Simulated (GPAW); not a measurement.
Worked example: self-consistent single point of CdIn (P1, 2 atoms in the cell) in GPAW.

Computed with PBEsol, GPAW PAW datasets PBEsol (made by gpaw-setup) (plane waves; GPAW).

The change in words: lattice scaled by 0.98. Reference geometry:
```yaml
crystal:
  lattice:
    - [3.14011, 0.00000, 0.00000]
    - [-1.57005, 2.71942, 0.00000]
    - [0.00000, 0.00000, 5.77185]
  atoms:
    - { symbol: Cd, position: [0.01603, 0.01812, 0.49114] }
    - { symbol: In, position: [0.65064, 0.31521, 0.00886] }
```

Reference input (self-consistent single point, DFT PBEsol, plane waves, GPAW PAW datasets PBEsol (made by gpaw-setup)): mode = pw; ecut = 550 eV; xc = PBEsol; kpts = 8 8 4; mesh shift (steps) = 0 0 0; occupations.name = fermi-dirac; occupations.width = 0.05 eV; nbands = -6; convergence.density = 1e-05 e/electron; convergence.energy = 1e-05 eV/electron; symmetry.symmorphic = false; symmetry.tolerance = 0.0005. This run's input differs from it in these lines:

```diff
@@ -5,5 +5,5 @@
 atoms = Atoms(['Cd', 'In'],
-              cell=[[3.140110, 0.000000, 0.000000],
-                    [-1.570055, 2.719415, 0.000000],
-                    [0.000000, 0.000000, 5.771850]],
+              cell=[[3.077308, 0.000000, 0.000000],
+                    [-1.538654, 2.665027, 0.000000],
+                    [0.000000, 0.000000, 5.656413]],
               scaled_positions=[[0.016031, 0.018124, 0.491141],
```

Log, with long lists cut:

```
     iter     time        total  log10-change:
                         energy   eigst   dens
iter:   1 --:--:--    -4.654591
iter:   2 --:--:--    -4.610633   -1.94  -1.48
iter:   3 --:--:--    -4.537689   -1.69  -1.51
iter:   4 --:--:--    -4.485966   -3.36  -1.83
iter:   5 --:--:--    -4.470080   -2.73  -1.88
iter:   6 --:--:--    -4.465995   -4.08  -2.49
iter:   7 --:--:--    -4.461138   -3.66  -2.62
iter:   8 --:--:--    -4.461071   -5.29  -3.43
iter:   9 --:--:--    -4.461087c  -6.24  -3.43
iter:  10 --:--:--    -4.461078c  -5.57  -3.49
iter:  11 --:--:--    -4.461045c  -5.83  -3.56
iter:  12 --:--:--    -4.461057c  -6.60  -4.01
iter:  13 --:--:--    -4.461056c  -6.92  -4.14
iter:  14 --:--:--    -4.461071c  -6.08  -4.14
iter:  15 --:--:--    -4.461064c  -7.27  -4.31
iter:  16 --:--:--    -4.461063c  -8.69c -4.81
iter:  17 --:--:--    -4.461061c  -8.20c -4.88
iter:  18 --:--:--    -4.461061c  -8.91c -5.10c
Converged after 18 iterations.

Dipole moment: (2.376397, -2.662718, -1.963902) |e|*Ang

Energy contributions relative to reference atoms: (reference = -312004.919572)

Kinetic:        +16.968758
Potential:      -14.057776
External:        +0.000000
XC:              -7.646037
Entropy (-ST):   -0.010239
Local:           +0.279113
SIC:             +0.000000
--------------------------
Free energy:     -4.466181
Extrapolated:    -4.461061

Showing only first 2 kpts
 Kpt  Band  Eigenvalues  Occupancy
  0    10     -0.94476    2.00000
  0    11      3.38419    2.00000
  0    12      3.89718    2.00000
  0    13     17.03094    0.00000

  1    10     -0.94467    2.00000
  1    11      1.32258    2.00000
  1    12      6.63529    2.00000
  1    13     14.10175    0.00000

Fermi level: 7.61321

No gap
No difference between direct/indirect transitions
Energy (eV): -4.461061

Forces in eV/Ang:
  0 Cd   -0.00318   -0.00178    0.20581
  1 In    0.00306    0.00163   -0.20650

Stress tensor:
    -0.003376     0.000629     0.000206
     0.000629    -0.006814     0.000343
     0.000206     0.000343    -0.005128
Stress (GPa, Voigt): [-0.541  -1.0917 -0.8217  0.055   0.0331  0.1008]
```

The run converged in 18 iterations. GPAW prints stress with tension positive. Against the reference run the free energy goes down by 3.4 meV/atom, the pressure goes from -1.86 to 0.82 GPa and the largest force goes from 0.148 to 0.207 eV/Å.

The starting cell comes from a database of computed structures (which also holds hypothetical and non-ambient phases and stackings), without a prior relaxation at this level. Its atoms were displaced at random from the sites of space group no. 187. For this run, on top of that: lattice scaled by 0.98.

Cost on one core of a shared machine: roughly 3 min.
